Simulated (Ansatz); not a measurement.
Sr3AsN, response to strain

The parent structure is Sr$_{3}$AsN in the anti-perovskite structure (space group Pm-3m, No. 221; a = 5.041 Å; a cell from a computed database, its experimental status unchecked). Axes: x, y, z lie along the cube axes.

Strains are applied to the cell and any free atomic positions relax.

Level of theory: PBEsol in Ansatz (plane waves to 420 eV, PAW, without spin-orbit coupling).

Notes on the quantities. energy relative to the base: free energy F.

| variant | space group | band gap | energy relative to the base | volume per atom |
|---|---|---|---|---|
| base | Pm-3m (No. 221) | 0.38 eV | 0 meV/atom | 25.62 Å³ |
| uniaxial strain ε_xx = +0.75 % | P4/mmm (No. 123) | 0.35 eV | +0.5 meV/atom | 25.82 Å³ |
| uniaxial strain ε_yy = +0.80 % | P4/mmm (No. 123) | 0.35 eV | +0.6 meV/atom | 25.83 Å³ |
| uniaxial strain ε_zz = −5.79 % | P4/mmm (No. 123) | zero | +39 meV/atom | 24.14 Å³ |
| tensor shear ε_xy = +0.73 % | Cmmm (No. 65) | … | +0.6 meV/atom | 25.62 Å³ |

### Question
What belongs in the blanks?

### Answer

- tensor shear ε_xy = +0.73 %, band gap: 0.37 eV

A case with no gap was solved on a k-mesh chosen for an insulator, which is coarse for it. No phonon test of stability was made. The final runs are not spin-polarised. A zero or small gap of Sr3AsN under uniaxial strain ε_zz = −5.79 % can be the functional's error rather than a property of the material.

Ansatz is a program for electronic structure.
